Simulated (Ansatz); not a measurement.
Worked example: relaxation of the atoms of Sc₃SnB (P4mm, 5 atoms in the cell) in Ansatz (a first-principles code).

Level of theory: LDA (PW92), default PAW files made with PBE (plane waves; Ansatz).

The change in words: one atom moved by 0.15 angstrom; relax: default → atoms; relax.f_tol: default → 0.001 eV/Å. Reference geometry:
```xyz
5
Lattice="4.6400 0.0000 0.0000 0.0000 4.6400 0.0000 0.0000 0.0000 4.6400" Properties=species:S:1:pos:R:3 pbc="T T T"
Sc     2.3200     0.0000     2.3200
Sc     0.0000     2.3200     2.3200
Sc     2.3200     2.3200     0.0000
Sn     0.0000     0.0000     0.0000
B      2.3200     2.3200     2.3200
```

Reference input (self-consistent single point, DFT, LDA (PW92), plane waves, default PAW files made with PBE): basis.ecutwfc = 420 eV; kpoints.mp_grid.grid = 7 7 7; hamiltonian.xc = lda; hamiltonian.pseudopotentials = {kind: paw} (the program's default PAW files); scf.occupations.method = fermi_dirac; scf.occupations.width = 0.1 eV. This run's input differs from it in these lines:

```diff
@@ -7,3 +7,3 @@
     - { symbol: Sc, position: [0.500000, 0.000000, 0.500000] }
-    - { symbol: Sc, position: [0.000000, 0.500000, 0.500000] }
+    - { symbol: Sc, position: [0.032328, 0.500000, 0.500000] }
     - { symbol: Sc, position: [0.500000, 0.500000, 0.000000] }
@@ -24,2 +24,4 @@
     width: 0.1
+relax:
+  f_tol: 0.001
 output:
```

The program printed (abridged):

```
   [... SCF lines of the steps left out ...]
relax step   1: F+E_penalty+E_count = -12299.40985764 eV  Δ(F+E_penalty+E_count) = +0.000e0 eV  max|allowed force component| = 1.530e0 eV/Å  Δτ_max = 0.0000 Å  (7 SCF iters, dr2 threshold 1.00e-7 eV, accepted)
relax step   2: F+E_penalty+E_count = -12299.41758788 eV  Δ(F+E_penalty+E_count) = -7.730e-3 eV  max|allowed force component| = 7.804e-1 eV/Å  Δτ_max = 0.1948 Å  (6 SCF iters, dr2 threshold 1.00e-4 eV, accepted)
   [... lines left out ...]
relax step   5: F+E_penalty+E_count = -12299.51990738 eV  Δ(F+E_penalty+E_count) = -2.511e-7 eV  max|allowed force component| = 6.089e-3 eV/Å  Δτ_max = 0.0000 Å  (5 SCF iters, accepted)
relax step   6: F+E_penalty+E_count = -12299.51991328 eV  Δ(F+E_penalty+E_count) = -5.894e-6 eV  max|allowed force component| = 9.293e-5 eV/Å  Δτ_max = 0.0013 Å  (5 SCF iters, dr2 threshold 2.32e-9 eV, accepted)
relax step   7: F+E_penalty+E_count = -12299.51991328 eV  Δ(F+E_penalty+E_count) = -2.365e-11 eV  max|allowed force component| = 9.092e-5 eV/Å  Δτ_max = 0.0000 Å  (2 SCF iters, accepted)
the relaxation is at rest under the 8 symmetry operations that the run kept from its start: a minimum is not shown …
Stability not checked: this state was not tested for a lower state beside it, because too few of the mixer's solves of this state at the end of the SCF gave a …
Free energy (F): -12299.519913 eV
Internal energy: -12299.468206 eV  (E = F + TS)
E sigma→0 (E₀):  -12299.494059 eV
Entropy (-TS):   -0.051708 eV (-10.342 meV/atom)
Fermi energy:    10.028655 eV
--- Forces (eV/Å), atoms counted from 1 ---
  atom   1  Sc    -0.00002132    -0.00000000     0.00000000
   [... lines left out ...]
    - { symbol: Sc, position: [0.5064665105662323, -8.09387266477797e-35, 0.5000000000000001] }
    - { symbol: Sc, position: [0.0064660750734316826, 0.5000000000000001, 0.5000000000000001] }
    - { symbol: Sc, position: [0.5064665105662323, 0.5000000000000001, 0.0] }
    - { symbol: Sn, position: [0.006460926019989353, -1.7432956508752554e-34, 0.0] }
    - { symbol: B, position: [0.5064679777741147, 0.5000000000000001, 0.5000000000000001] }
```

The run converged. 

Summary of the result:
```
Quantity                                                  Value
-----------------------------------------------  --------------
Free energy E − TS (on the zero of these files)  -12299.5199 eV
Fermi level (on the code's own zero)                   10.03 eV
Pressure                                              -4.85 GPa
Relaxation steps                                              7
```

The starting cell comes from a database of computed structures (which also holds hypothetical and non-ambient phases and stackings), without a prior relaxation at this level. Its lattice was rescaled by up to half a per cent. For this run, on top of that: one atom moved by 0.15 angstrom. The relaxation keeps the symmetry of its start, so its end need not be a minimum. Ansatz's pressure includes its estimate of the finite-basis (Pulay) stress.

Cost on one core of a shared machine: roughly 80 s.

Keys are those of Ansatz 0.2.
